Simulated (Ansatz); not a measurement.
Hypothetical P6_3mc GeSe: alloy series

Take GeSe (space group P6_3mc, No. 186; a = 4.710 Å, c = 5.685 Å; a hypothetical phase, not in the database extracts checked) as the base.

The other end (x = 1) is SnSe (space group P6_3mc, No. 186; a hypothetical phase, not in the database extracts checked): 32.72 Å³/atom, gap 0.32 eV; this end may not be an ambient phase.

Sn replaces a fraction x of Ge; each row is one arrangement (x, atoms in the cell, starting space group or random), fully relaxed.

Calculations: DFT with PBEsol, PAW potentials and a 420 eV plane-wave cutoff in Ansatz (an electronic-structure program), no spin-orbit coupling, earlier PAW set.

Problem. Only one of these keeps a band gap. Which?
(A) x(Sn) = 0.75, 8 atoms, Pm
(B) x(Sn) = 0.25, 8 atoms, P3m1
(C) x(Sn) = 0.25, 8 atoms, Pm

Solution. B, x(Sn) = 0.25, 8 atoms, P3m1. Computed: x(Sn) = 0.75, 8 atoms, Pm: zero; x(Sn) = 0.25, 8 atoms, Pm: zero; x(Sn) = 0.25, 8 atoms, P3m1: 0.50 eV

These are small ordered cells, not random alloys; other orderings at the same x differ. Stability against distortions was not tested. The final runs are not spin-polarised. Under x(Sn) = 0.75, 8 atoms, Pm and x(Sn) = 0.25, 8 atoms, Pm the cell changed shape so far that it is another structure. A zero or small gap of Sn3GeSe4 and SnGe3Se4 can be the functional's error rather than a property of the material.
